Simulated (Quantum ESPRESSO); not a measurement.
Checking a run of Quantum ESPRESSO on CaI2 (P-3m1, 3 atoms in the cell). The aim is a self-consistent single point with DFT, PBEsol, plane waves, PseudoDojo standard norm-conserving (PBESOL) pseudopotentials.

Cell that was meant: a = 4.4800 Å, b = 4.4800 Å, c = 6.9600 Å, α = 90.00°, β = 90.00°, γ = 120.00°.

Part of the input:

```fortran
   conv_thr = 1e-10,
/
ATOMIC_SPECIES
Ca    40.0780  I.upf
I    126.9045  Ca.upf
ATOMIC_POSITIONS {crystal}
Ca  0.0000000000    0.0000000000    0.0000000000
I   0.3333333333    0.6666666667    0.2500000000
I   0.6666666667    0.3333333333    0.7500000000
K_POINTS {automatic}
5 5 3  0 0 0
CELL_PARAMETERS {bohr}
```

The program printed (abridged):

```
     Message from routine setup:
     using ibrav=0 with symmetry is DISCOURAGED, use correct ibrav instead
     G-vector sticks info
   [... lines left out ...]
                       cart. coord. in units 2pi/alat
        k(    1) = (   0.0000000   0.0000000   0.0000000), wk =   0.0266667
        k(    2) = (   0.0000000   0.0000000   0.2145594), wk =   0.0533333
        k(    3) = (   0.0000000   0.2309401   0.0000000), wk =   0.1600000
   [... 9 lines left out ...]

     Dense  grid:    64667 G-vectors     FFT dimensions: (  45,  45,  72)

     Initial potential from superposition of free atoms

     starting charge      26.9906, renormalised to      27.0000
     Self-consistent Calculation

     iteration #  1     ecut=    70.00 Ry     beta= 0.70

---- Real-time Memory Report at c_bands before calling an iterative solver
           101 MiB given to the printing process from OS
            71 MiB allocation reported by mallinfo(arena+hblkhd)
------------------

     Threshold (ethr) on eigenvalues was too large:
     Diagonalizing with lowered threshold

---- Real-time Memory Report at c_bands before calling an iterative solver
           111 MiB given to the printing process from OS
   [... lines left out ...]

---- Real-time Memory Report at c_bands before calling an iterative solver
           138 MiB given to the printing process from OS
           107 MiB allocation reported by mallinfo(arena+hblkhd)
------------------

     total energy              =    -180.59305545 Ry
     estimated scf accuracy    <          5.9E-10 Ry

     iteration #  9     ecut=    70.00 Ry     beta= 0.70

---- Real-time Memory Report at c_bands before calling an iterative solver
           140 MiB given to the printing process from OS
           109 MiB allocation reported by mallinfo(arena+hblkhd)
------------------
     End of self-consistent calculation

     the Fermi energy is     5.9247 ev

!    total energy              =    -180.59305545 Ry
     estimated scf accuracy    <          8.3E-11 Ry
     smearing contrib. (-TS)   =      -0.00817475 Ry
     internal energy E=F+TS    =    -180.58488070 Ry

     convergence has been achieved in   9 iterations

     Forces acting on atoms (cartesian axes, Ry/au):

     atom    1 type  1   force =    -0.00000000    0.00000000    0.00000000
     atom    2 type  2   force =     0.00000000    0.00000000    0.03042043
     atom    3 type  2   force =     0.00000000    0.00000000   -0.03042043

     Total force =     0.043021     Total SCF correction =     0.000052

          total   stress  (Ry/bohr**3)                   (kbar)     P=      -12.75
  -0.00009551  -0.00000000   0.00000000          -14.05       -0.00        0.00
  -0.00000000  -0.00009551   0.00000000           -0.00      -14.05        0.00
   0.00000000   0.00000000  -0.00006910            0.00        0.00      -10.17

   JOB DONE.
```

**Question.** Is anything amiss in this input, and did it matter?

**Answer.** The run is not sound. The fault is potential files assigned to the wrong elements. Each file describes one element; swapped files give the atoms the wrong cores and charges. To fix it, match the files to the elements. The run converged in 9 iterations without an error; against the sound input the pressure goes from -0.22 to -1.28 GPa, the largest force goes from 0.017 to 0.782 eV/Å and no clean gap remains on the mesh (levels overlap or are partly filled), against 3.49 eV before. The full log also holds: “c_bands:  1 eigenvalues not converged”.

The sound input it was made from differs as follows (other fixes are possible):
```diff
-Ca    40.0780  I.upf
-I    126.9045  Ca.upf
+Ca    40.0780  Ca.upf
+I    126.9045  I.upf
-Ca  0.0000000000    0.0000000000    0.0000000000
-I   0.3333333333    0.6666666667    0.2500000000
-I   0.6666666667    0.3333333333    0.7500000000
+Ca    0.0000000000    0.0000000000    0.0000000000
+I     0.3333333333    0.6666666667    0.2500000000
+I     0.6666666667    0.3333333333    0.7500000000
```

With that input, the run converged in 8 iterations: free energy E − TS -1761.2943 eV; top of the valence band (on the code's own zero) 2.80 eV; gap on the k-point mesh 3.49 eV; pressure -0.22 GPa; largest force (vector length) 0.017 eV/Å (DFT, PBEsol, plane waves, PseudoDojo standard norm-conserving (PBESOL) pseudopotentials).

On the sound input: the starting cell comes from a database of published, mostly measured structures (it also holds non-ambient and calculated ones), without a prior relaxation at this level. Spin-orbit coupling is off.
